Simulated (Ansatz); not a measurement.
# TaN (P-62m, No. 189)

Level of theory: r²SCAN+rVV10 (Ansatz, a quantum-chemistry and plane-wave program, PAW).

Run with plane-wave cutoff 560 eV, 12×12×18 k mesh (along the axes of the cell as run), Fermi–Dirac smearing 0.05 eV, scalar-relativistic PAW data made under PBE.

Cell (relaxed at this level):

```xyz
6
Lattice="5.1892 0.0000 0.0000 -2.5946 4.4940 0.0000 0.0000 0.0000 2.9046" Properties=species:S:1:pos:R:3 pbc="T T T"
Ta     0.0000     2.9960     1.4523
Ta     2.5946     1.4980     1.4523
Ta     0.0000     0.0000     0.0000
N      2.0382     0.0000     0.0000
N      1.5755     2.7288     0.0000
N     -1.0191     1.7652     0.0000
```

```
Property  Value
--------  -----
band gap   none
```

Spin–orbit coupling is not included; it can open a gap where bands touch, and shift volumes and moduli.

Static lattice: no zero-point or thermal effects.

It cost roughly 12 core-minutes of CPU time.
